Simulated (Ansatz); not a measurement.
Output of an Ansatz run (abridged):

```
WARN ansatz: RAYON_NUM_THREADS=1 ignored (pool sized by the plan → 1); use --threads N
Pseudopotentials: kind: paw
Pseudopotential: Ca, paw, valence charge 10
Pseudopotential: Pb, paw, valence charge 14
Crystal: 2 atoms, lattice volume = 59.754 Å³
Basis set: ecut = 420 eV, 1171 PW (Γ), exchange–correlation on 48×48×64 points (8 copies of the dense FFT grid, shifted against one another)
Bands: 16, of which v1, the nominal top of the filled ones, is band 12 counted from 1 (11 counted from 0)
Symmetry: 8 space group operations
Space group: P4mm (ITA 99), of the structure as read, at distance tolerance 3.9e-5 Å
k-points: 60 of 567 (time reversal used)
PAW frozen core: Ca, regenerated for the run's functional, and the local potential with it
PAW frozen core: Pb, regenerated for the run's functional, and the local potential with it
Initial density: superposition of atomic densities (neutral atoms: chi_scale 0, normalization atom), corrected by the library's trained network
Initial wavefunctions: pseudopotential atomic-orbital guess
Eigensolver: davidson
Functional: x = pbesol(κ = 0.804, μ = 0.12345679012345678), c = pbesol(β = 0.046)
SCF iter   1: F=—  HF=-13549.805201 eV  |F-HF|=—  |Δ(HF+E_count)|=         —  Δρ=2.82e-3  dr2=5.32e-3  ethr=1.77e-3  ⟨swp⟩=7.2  Hψ=6001  notcnv=0
all-band conjugate gradients solve this SCF's bands
preconditioner: auto → Kerker (q_TF=auto, 2.344 Å⁻¹)
SCF iter   2: F=—  HF=-13549.804831 eV  |F-HF|=—  |Δ(HF+E_count)|=   3.69e-4  Δρ=1.31e-3  dr2=1.13e-3  ethr=2.22e-5  ⟨swp⟩=2.2  Hψ=1960  notcnv=0
SCF iter   3: F=—  HF=-13549.804524 eV  |F-HF|=—  |Δ(HF+E_count)|=   3.08e-4  Δρ=3.19e-4  dr2=1.01e-4  ethr=4.72e-6  ⟨swp⟩=2.3  Hψ=1587  notcnv=0
SCF iter   4: F=—  HF=-13549.804506 eV  |F-HF|=—  |Δ(HF+E_count)|=   1.76e-5  Δρ=9.70e-5  dr2=7.83e-6  ethr=4.20e-7  ⟨swp⟩=2.0  Hψ=1077  notcnv=0
SCF iter   5: F=—  HF=-13549.804486 eV  |F-HF|=—  |Δ(HF+E_count)|=   2.02e-5  Δρ=2.72e-5  dr2=5.21e-7  ethr=3.26e-8  ⟨swp⟩=2.2  Hψ=1272  notcnv=0
SCF iter   6: F=-13549.804486 eV  HF=-13549.804486 eV  |F-HF|=1.39e-8  |Δ(HF+E_count)|=   4.03e-8  Δρ=6.87e-6  dr2=4.18e-8  ethr=4.17e-10  ⟨swp⟩=6.0  Hψ=4764  notcnv=0
SCF 1 converged in 6 iterations: F = -13549.804486 eV  dr2 = 4.18e-8
SCF converged after 6 iterations
Free energy (F): -13549.804486 eV
Harris-Foulkes:  -13549.804486 eV  (|F-HF|=1.39e-8)
Internal energy: -13549.799692 eV  (E = F + TS)
E sigma→0 (E₀):  -13549.802089 eV
Entropy (-TS):   -0.004794 eV (-2.397 meV/atom)
Fermi energy:    9.079242 eV
--- Per-component energies (eV) ---
  E_band       = -185.435577
  E_kinetic    = 568.664585
  E_local      = -1792.693541  (includes V_loc(G=0)·N_el)
  E_nonlocal   = 416.065892
  E_hartree    = 664.856954
  E_xc         = -354.256235
  E_vxc        = -302.537603  (∫ρ·V_xc dr)
  E_paw        = -11094.974880  (= ΣΔE_a)
  E_vpaw       = -404.653303  (= ΣTr[D̂ρ^β])
  E_aug_tail   = 0.000043  (compensation charges beyond the density's cutoff)
  E_ewald      = -1957.643422
  E_core_change = 0.180911  (= ΣΔE_core)
  E_smearing   = -0.004794  (= −TS)
  E_closure    = 0.000000  (closes the sum)
  Σ components = -13549.804486   (vs F -13549.804486, Δ=0.00e0)
--- Forces (eV/Å), atoms counted from 1 ---
  atom   1  Ca    -0.00000000     0.00000000    -0.13937591
  atom   2  Pb    -0.00000000     0.00000000     0.13940181
  max |Σ_I F_I| component: 2.59e-5 eV/Å
--- Stress (GPa, compression-positive) ---
       -1.112749       0.000000      -0.000000
        0.000000      -1.112749       0.000000
       -0.000000       0.000000      -2.498322
  P = ⅓ Tr σ = -1.5746 GPa (-15.746 kbar)
  The stress holds the Pulay correction. Without it, at fixed plane waves, as pw.x and ABINIT print it: P = -1.5843 GPa
--- Band table (eV; the first three rows and the last of 60) ---
  k-point 0: bands = ["-32.2029", "-13.2728", "-13.2334", "-13.2334", "-7.4678", "-7.3204", "-7.2527", "-7.2527", "-7.2504", "-0.7108", "8.5170", "9.1327", "10.3582", "12.4811", "12.4811", "12.8717"]
  k-point 1: bands = ["-32.2028", "-13.2770", "-13.2336", "-13.2336", "-7.4675", "-7.3166", "-7.2523", "-7.2523", "-7.2503", "-0.6193", "7.2005", "10.3646", "10.3719", "11.9655", "11.9655", "13.3539"]
  k-point 2: bands = ["-32.2025", "-13.2864", "-13.2339", "-13.2339", "-7.4669", "-7.3081", "-7.2512", "-7.2512", "-7.2501", "-0.3921", "5.8980", "10.4033", "11.3656", "11.4800", "11.4800", "13.5807"]
  k-point 59: bands = ["-32.1735", "-13.3936", "-13.3932", "-13.2461", "-7.3896", "-7.3167", "-7.3156", "-7.1814", "-7.1483", "2.5159", "7.2137", "7.2998", "7.6603", "11.9105", "12.2686", "12.3236"]
```

The structure:

```
CELL_PARAMETERS angstrom
      3.58447     0.00000     0.00000
      0.00000     3.58447     0.00000
      0.00000     0.00000     4.65065
ATOMIC_POSITIONS crystal
  Ca 0.00000 0.00000 0.01075
  Pb 0.50000 0.50000 0.50000
```

Reconstruct the input of this run.

Other spellings and defaults could give the same log, and not every line can be read from it. The input that was run (DFT, PBEsol, plane waves, default PAW files made with PBE):

Ansatz 0.2 input:
```yaml
crystal:
  lattice:
    - [3.584473, 0.000000, 0.000000]
    - [0.000000, 3.584473, 0.000000]
    - [0.000000, 0.000000, 4.650648]
  atoms:
    - { symbol: Ca, position: [0.000000, 0.000000, 0.010751] }
    - { symbol: Pb, position: [0.500000, 0.500000, 0.500000] }
basis:
  ecutwfc: 420.0
kpoints:
  mp_grid:
    grid: [9, 9, 7]
hamiltonian:
  xc: pbesol
  pseudopotentials:
    kind: paw
scf:
  occupations:
    method: gaussian
    width: 0.1
output:
  forces: true
  eigenvalues: true
  stress: true
```

The starting cell comes from a database of computed structures (which also holds hypothetical and non-ambient phases and stackings), without a prior relaxation at this level. Its lattice was rescaled by up to half a per cent. One atom was moved a little off its site on purpose. Spin-orbit coupling is off. Ansatz's pressure includes its estimate of the finite-basis (Pulay) stress.

Ansatz is a program for electronic structure.
